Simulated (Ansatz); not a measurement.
CdSe under load (space group P6_3mc), r2SCAN with spin-orbit coupling, rigid bands run with Ansatz (a quantum-chemistry and plane-wave program). Condition of this run: uniaxial stress along c of 0.7 GPa (compression positive) (the target of the relaxation). Band gap 1.08 eV, N_c = 8.61e17 cm⁻³ and N_v = 2.78e19 cm⁻³ at 300 K, conductivity masses along z (a = (4.32, 0.00, 0.00) Å; b = (-2.16, 3.74, 0.00) Å; c = (0.00, 0.00, 6.94) Å) of 0.106 mₑ (electrons) and 0.813 mₑ (holes). Take k_BT = 0.02585 eV.

Task: A film of it is 8 nm thick, with its normal along the direction named. Estimate the confinement energies in an infinite well.

Result: ħ²π²/(2m t²) = 0.376 eV·nm²/(m/mₑ × t²) gives 55.4 meV for electrons and 7.23 meV for holes, so the gap would widen to about 1.14 eV. Finite barriers and nonparabolic bands lower this, and with several valleys or bands the heaviest mass along the normal sets the lowest level, not this average.

Task: Find the intrinsic carrier density and the intrinsic Fermi level.

Result: n_i = √(N_c N_v) exp(−E_g/2k_BT) = 4.89e18 × exp(−20.89) = 4.1e9 cm⁻³. The level lies (k_BT/2) ln(N_v/N_c) = 45 meV from mid-gap (positive towards the conduction band). Each 0.1 eV added to the gap lowers n_i by a factor of 6.9.

Task: What built-in voltage has an abrupt junction with N_A = 1e16 and N_D = 1e17 cm⁻³, all dopants ionised?

Result: V_bi = E_g/e − (k_BT/e) ln(N_c N_v/(N_A N_D)) = 1.08 − 0.02585 × 10.08 = 0.82 V, for the computed gap.

Rigid bands with the computed gap; masses take one relaxation time for all states. Geometry: cell and atoms relaxed with PBEsol.
